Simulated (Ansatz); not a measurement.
Cubic perovskite KMgF3, treated with PBE0 in Ansatz (PAW).

Settings: plane-wave cutoff 460 eV, 6×6×6 k mesh, Fermi–Dirac smearing 0.01 eV, scalar-relativistic PAW data made under PBE.

Cell (relaxed at this level):

```cif
data_F3KMg
_chemical_formula_sum 'K1 Mg1 F3'
_space_group_name_H-M_alt 'P 1'
_space_group_IT_number 1
_cell_length_a 4.00396
_cell_length_b 4.00396
_cell_length_c 4.00396
_cell_angle_alpha 90.000
_cell_angle_beta 90.000
_cell_angle_gamma 90.000
loop_
_space_group_symop_operation_xyz
  'x, y, z'
loop_
_atom_site_label
_atom_site_type_symbol
_atom_site_fract_x
_atom_site_fract_y
_atom_site_fract_z
_atom_site_occupancy
K1 K 0.00000 0.00000 0.00000 1
Mg1 Mg 0.50000 0.50000 0.50000 1
F1 F 0.50000 0.00000 0.50000 1
F2 F 0.00000 0.50000 0.50000 1
F3 F 0.50000 0.50000 0.00000 1
```

### Question
What does this level give for the bulk modulus B0, band gap, smallest direct gap on the k points sampled and pressure derivative B′ of the bulk modulus?

### Answer

- bulk modulus B0 = 72.8 GPa
- band gap = 10.23 eV (on the SCF k mesh) (indirect)
- smallest direct gap on the k points sampled = 10.53 eV
- pressure derivative B′ of the bulk modulus = 4.4

Measured, for comparison: bulk modulus 75.1 GPa (room temperature, no zero-point or thermal correction, our sources range from 71.2 to 75.1; as tabulated in Vaitheeswaran et al. (2007), arXiv:cond-mat/0703621). Computed (rounded) less measured: bulk modulus -3 % (inside the range of the sources held).

Static lattice: no zero-point or thermal effects.

Ansatz is a quantum-chemistry and plane-wave program.
